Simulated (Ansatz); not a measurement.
Reference: Mg2Ge (Fm-3m), HSE06, rigid bands (plane waves, PAW, scalar-relativistic; Ansatz, a program for electronic structure); geometry: cell and atoms relaxed with PBEsol.

Space group Fm-3m (No. 225); a = b = c = 6.3631 Å, α = β = γ = 90.00°

```csv
atom,site,symmetry,x,y,z
Mg,8c,-43m,0.2500,0.2500,0.2500
Ge,4a,m-3m,0.0000,0.0000,0.0000
```
(The calculation used a cell of 3 atoms; values per cell refer to that cell.)

The band gap comes out as 0.51 eV and the electron conductivity mass is 0.26 mₑ. The Seebeck coefficient, n-type 1e19 cm⁻³ is -226 μV/K.

Problem. Swap Ge for Si, keeping the structure type. How do these values move?

Solution. Mg2Si (Fm-3m): volume per atom 21.5 to 21.1 Å³; band gap rises (0.51 eV to 0.56 eV); electron conductivity mass stays about the same (0.26 mₑ to 0.27 mₑ); Seebeck coefficient, n-type 1e19 cm⁻³ stays about the same (-226 μV/K to -234 μV/K).

Moves up to 5 % count as about the same. Masses are for dilute carriers at 300 K, harmonic means over directions unless an axis is named. Seebeck coefficients are for the stated density at 300 K, with one relaxation time for all states and whether or not that doping can be reached. Spin-orbit coupling is left out.
